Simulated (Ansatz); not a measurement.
Results of PBE (Ansatz, a first-principles code, PAW) for hexagonal WC.

Total energies, extrapolated to zero smearing (they compare only within this program, potentials and cutoff):

```csv
system,energy (eV/atom)
"hexagonal WC, relaxed",-5318.0316
bcc W,-10384.8258
graphite,-250.9466
```

Work out the enthalpy of formation per atom.

ΔH_f ≈ ΔE = -5318.0316 − [1 × (-10384.8258) + 1 × (-250.9466)]/2 = -0.145 eV/atom (0 K, no vibrations). The reference value is -0.210 ± 0.009 eV/atom (measured, 298 K, copied from a table, unchecked, not corrected to a static lattice; as tabulated in Wang et al. (2021), doi:10.1038/s41598-021-94550-5), a difference of +0.065 eV/atom.

Spin–orbit coupling is left out; its size isn't shown.

The PAW data were made under PBE.
